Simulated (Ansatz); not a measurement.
Take Y in the hcp (Mg type) structure (space group P6_3/mmc, No. 194; relaxed with 0.1 eV smearing) as the base.

```yaml
crystal:
  lattice:
    - [3.59431, 0.00000, 0.00000]
    - [-1.79716, 3.11277, 0.00000]
    - [0.00000, 0.00000, 5.60992]
  atoms:
    - { symbol: Y, position: [0.66667, 0.33333, 0.75000] }
    - { symbol: Y, position: [0.33333, 0.66667, 0.25000] }
```

Calculations: PBEsol in Ansatz (plane waves to 420 eV, PAW, spin-orbit coupling left out).

For the base:

The pressure comes out as 0.0 GPa.

Now apply this change: every lattice vector is shortened by 0.50 %; the atoms relax in the strained cell.

Question: What does the calculation give for the energy relative to the base and pressure after the change?

Answer: The energy goes up by 0.9 meV/atom; the pressure (mean of the normal stresses, compression positive) goes from zero to 0.6 GPa.

Whether these cells are dynamically stable was not tested. All final runs are without spin polarisation.

Ansatz is a program for electronic structure.
